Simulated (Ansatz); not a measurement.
Faces of fcc Ir, relaxed in 1x1 cells (a = 3.871 Å):

These are PBE (plane waves to 420 eV, PAW; Ansatz, an electronic-structure program) values and carry that method's errors.

```csv
face,γ (J/m²)
(100),2.84
(110),2.86
(111),2.29
(210),3.06
(211),2.74
(221),2.62
(310),3.04
(311),2.88
(320),2.98
(321),2.87
```

Question: In the Wulff construction from these faces alone, which appear on the equilibrium crystal, and with what shares of the area?

Answer: (111) 76 %, (100) 13 %, (211) 6 %, (221) 4 %. Cut off by their neighbours: (110), (210), (310), (311), (320), (321). (311) misses by under 0.01 J/m². The area-weighted mean is 2.41 J/m².
